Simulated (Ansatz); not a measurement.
Base system: HfO$_{2}$ in the CdI2 type structure (space group P-3m1, No. 164; a hypothetical phase, not in the database extracts checked; layered, stacked along the Cartesian z axis).

```
HfO2
1.0
    3.22663     0.00000     0.00000
   -1.61331     2.79434     0.00000
    0.00000     0.00000     4.55621
Hf O
1 2
Cartesian
  0.00000   0.00000   0.00000
  0.00000   1.86289   0.96059
  1.61331   0.93145   3.59562
```

Cartesian axes are those of the cell as printed.

Level of theory: r2SCAN+rVV10 in Ansatz (plane waves to 500 eV, PAW, scalar-relativistic without spin-orbit coupling).

Base values:

- Smallest direct gap = 5.42 eV

One thing is altered: biaxial strain +1.36 %, plane normal [001], relaxed out of plane (Cartesian); in-plane vectors clamped, the third vector and the atoms free.

### Question
What happens to the out-of-plane strain, smallest direct gap and in-plane stress?

### Answer
The out-of-plane strain comes out as -0.75 %; the smallest direct gap drops by 0.12 eV to 5.30 eV; the mean in-plane stress (compression positive) comes out as -6.2 GPa.

Spin-orbit coupling, missing from the scalar runs, can matter with Hf. Whether these cells are dynamically stable was not tested.

Ansatz is a first-principles code.
